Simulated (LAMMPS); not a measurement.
LAMMPS 22 Jul 2025, classical MD, Buckingham with full ionic charges: MgO, 10648 atoms.

| Quantity | Value |
|---|---|
| task | MD, nve |
| potential | Buckingham with full ionic charges |
| copies of the repeat unit | 11×11×11 |
| shape (slab and sphere leave vacuum in the box) | bulk |
| steps | 200 |
| timestep | 1 fs |
| neighbor skin | 2 Å |
| neigh_modify | every 1 delay 0 check yes |
| thermo | 50 |
| kspace_style | pppm |
| pair cutoff | 9 Å |
| newton | on (default) |
| atom_modify sort (bins of 2 Å where set) | 1000 (default) |
| comm_style | brick (default) |
| box | 46.3 × 46.3 × 46.3 Å |
| start | generated rock salt lattice, warmed in an untimed run |

All runs start from one configuration, warmed at this fixed volume for 1000 steps under a thermostat at 2000 K. The reference run has a mean temperature of 1980 K and a mean pressure of 9.6 GPa.

The reference run has kspace_accuracy = 1e-08, kspace_modify order 7; it is not itself proven converged. Each setting ran once; only counts and results are compared.

Settings tried, all else as in the reference:
- kspace_accuracy = 0.0001
- kspace_accuracy = 0.0001, kspace_modify diff ad
- kspace_accuracy = 0.0001, kspace_modify order 3
- kspace_accuracy = 0.0001, kspace_modify order 4

**Question.** Which of these stay within 0.10 meV/atom in energy, 1.0 meV/Å in forces on 48 atoms (largest component) of the reference run?

**Answer.** Within it: kspace_accuracy = 0.0001. At the edge, too close to call: kspace_accuracy = 0.0001, kspace_modify diff ad. Outside: kspace_accuracy = 0.0001, kspace_modify order 4; kspace_accuracy = 0.0001, kspace_modify order 3.

```json
[
 {"setting": "the reference", "k-space grid": "144×144×144", "energy against the reference": "—", "difference in forces on 48 atoms (largest component)": "—"},
 {"setting": "kspace_accuracy = 0.0001", "k-space grid": "36×36×36", "energy against the reference": "+0.050 meV/atom", "difference in forces on 48 atoms (largest component)": "0.72 meV/Å"},
 {"setting": "kspace_accuracy = 0.0001, kspace_modify diff ad", "k-space grid": "60×60×60", "energy against the reference": "+0.074 meV/atom", "difference in forces on 48 atoms (largest component)": "1.2 meV/Å"},
 {"setting": "kspace_accuracy = 0.0001, kspace_modify order 4", "k-space grid": "64×64×64", "energy against the reference": "+0.083 meV/atom", "difference in forces on 48 atoms (largest component)": "1.7 meV/Å"},
 {"setting": "kspace_accuracy = 0.0001, kspace_modify order 3", "k-space grid": "125×125×125", "energy against the reference": "+0.10 meV/atom", "difference in forces on 48 atoms (largest component)": "2.1 meV/Å"}
]
```

Total energies are compared; such shifts often cancel in part in energy differences. Energies and forces are those of the first step; by LAMMPS's own estimate the reference reaches a relative force accuracy of 8e-07. The tolerance is a choice made for this comparison.
